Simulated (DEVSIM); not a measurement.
Structure: abrupt GaSb p-n junction, at 300 K.

```csv
layer (left to right),material,thickness (μm),Nd (cm⁻³),Na (cm⁻³),τn (s),τp (s)
1,GaSb,0.940,-,6.9e14,8.9e-8,8.9e-8
2,GaSb,0.420,5.6e15,-,8.9e-8,8.9e-8
```

Left contact: ohmic. Right contact: ohmic. Voltage is applied to the left contact. Recombination: SRH at mid-gap, Auger. Mobility is constant in doping.

Constants are typed, rounded textbook-type inputs, not results; the design itself was drawn at random and stands for no fabricated device. Values at 300 K.

| parameter | GaSb |
|---|---|
| gap (eV) | 0.726 |
| affinity (eV) | 4.06 |
| permittivity | 15.7 |
| Nc (cm⁻³) | 2.1e17 |
| Nv (cm⁻³) | 1.8e19 |
| μn (cm²/Vs) | 5000 |
| μp (cm²/Vs) | 850 |
| Cn (cm⁶/s) | 5e-30 |
| Cp (cm⁶/s) | 5e-30 |

Model (solved in DEVSIM): 1D drift-diffusion, Boltzmann statistics, complete ionisation; no tunnelling, impact ionisation, image-force lowering or self-heating.

Problem. Tabulate band edges, carrier densities and field at zero bias.

Solution. Energies count from the Fermi level of the right contact; mesh points crowd at the junctions.

```
x (μm)   Ec (eV)  Ev (eV)  n (cm⁻³)  p (cm⁻³)  field (V/cm)
-------  -------  -------  --------  --------  ------------
0.000      0.463   -0.263     3.5e9    6.9e14          -880
0.01498    0.462   -0.264     3.7e9    6.6e14          -880
0.03881    0.460   -0.266     4.0e9    6.0e14          -900
0.07672    0.456   -0.270     4.6e9    5.3e14          -950
0.1642     0.447   -0.279     6.5e9    3.7e14         -1200
0.2762     0.431   -0.295    1.2e10    2.0e14         -1700
0.4544     0.390   -0.336    5.9e10    4.1e13         -2900
0.6881     0.300   -0.426    1.9e12    1.3e12         -4700
0.7911     0.247   -0.479    1.5e13    1.6e11         -5600
0.8558     0.210   -0.516    6.3e13    3.8e10         -6100
0.8965     0.184   -0.542    1.7e14    1.4e10         -6500
0.9283     0.163   -0.563    3.9e14     6.2e9         -6800
0.9420     0.153   -0.573    5.6e14     4.3e9         -6800
0.9579     0.143   -0.583    8.3e14     2.9e9         -5900
0.9931     0.125   -0.601    1.6e15     1.5e9         -4200
1.037      0.111   -0.615    2.8e15     8.4e8         -2500
1.104      0.100   -0.626    4.4e15     5.5e8          -990
1.189      0.095   -0.631    5.2e15     4.6e8          -270
1.276      0.094   -0.632    5.5e15     4.4e8           -75
1.315      0.094   -0.632    5.6e15     4.3e8           -47
1.340      0.094   -0.632    5.6e15     4.3e8           -39
1.360      0.094   -0.632    5.6e15     4.3e8           -37
```
